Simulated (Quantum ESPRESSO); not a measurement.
Worked example: self-consistent single point of MgTl (P1, 2 atoms in the cell) in Quantum ESPRESSO.

Method: PBEsol, PseudoDojo standard norm-conserving (PBESOL) pseudopotentials (plane waves; Quantum ESPRESSO).

The change in words: atoms moved at random. Reference geometry:
```xyz
2
Lattice="3.6378 0.0000 0.0000 0.0000 3.6378 0.0000 0.0000 0.0000 3.6378" Properties=species:S:1:pos:R:3 pbc="T T T"
Mg     0.0000     0.0000     0.0000
Tl     1.8189     1.8189     1.8189
```

Reference input (self-consistent single point, DFT, PBEsol, plane waves, PseudoDojo standard norm-conserving (PBESOL) pseudopotentials): ecutwfc = 85 Ry; occupations = smearing; smearing = gauss; degauss = 0.019992 Ry; potentials = {Mg: Mg.upf, Tl: Tl.upf}; K_POINTS = automatic 7 7 7 0 0 0; conv_thr = 1e-10 Ry. This run's input differs from it in these lines:

```diff
@@ -25,4 +25,4 @@
 ATOMIC_POSITIONS crystal
-Mg    0.00000000    0.00000000    0.00000000
-Tl    0.50000000    0.50000000    0.50000000
+Mg    0.00582500    0.01439400    0.02255800
+Tl    0.49417500    0.48560600    0.47744200
 K_POINTS automatic
```

Output, abridged:

```
     Self-consistent Calculation

     iteration #  1     ecut=    85.00 Ry     beta= 0.70

     Threshold (ethr) on eigenvalues was too large:
     Diagonalizing with lowered threshold

     total energy              =    -239.99791086 Ry
     estimated scf accuracy    <       0.02203193 Ry

     iteration #  2     ecut=    85.00 Ry     beta= 0.70

     total energy              =    -240.00104831 Ry
     estimated scf accuracy    <       0.00153260 Ry

     iteration #  3     ecut=    85.00 Ry     beta= 0.70

     total energy              =    -240.00141659 Ry
     estimated scf accuracy    <       0.00019392 Ry

   [... 4 blocks of this kind left out ...]

     iteration #  8     ecut=    85.00 Ry     beta= 0.70

     total energy              =    -240.00145578 Ry
     estimated scf accuracy    <          1.9E-10 Ry

     iteration #  9     ecut=    85.00 Ry     beta= 0.70
     End of self-consistent calculation

     Number of k-points >= 100: set verbosity='high' to print the bands.

     the Fermi energy is     9.3250 ev

!    total energy              =    -240.00145578 Ry
     estimated scf accuracy    <          5.5E-12 Ry
     smearing contrib. (-TS)   =      -0.00211298 Ry
     internal energy E=F+TS    =    -239.99934280 Ry

     convergence has been achieved in   9 iterations

     Forces acting on atoms (cartesian axes, Ry/au):

     atom    1 type  1   force =    -0.00309275   -0.00720114   -0.01087020
     atom    2 type  2   force =     0.00309275    0.00720114    0.01087020

     Total force =     0.018952     Total SCF correction =     0.000007

          total   stress  (Ry/bohr**3)                   (kbar)     P=       -5.32
  -0.00002746   0.00000779   0.00001169           -4.04        1.15        1.72
   0.00000779  -0.00003466   0.00002818            1.15       -5.10        4.15
   0.00001169   0.00002818  -0.00004639            1.72        4.15       -6.82

   JOB DONE.
```

The run converged in 9 iterations. Against the reference run the free energy rises by 16.8 meV/atom, the pressure goes from -0.92 to -0.53 GPa and the largest force goes from 0.000 to 0.345 eV/Å.

The starting cell comes from a database of computed structures (which also holds hypothetical and non-ambient phases and stackings), without a prior relaxation at this level. For this run, on top of that: atoms moved at random.

Cost on one core of a shared machine: roughly 2 min.
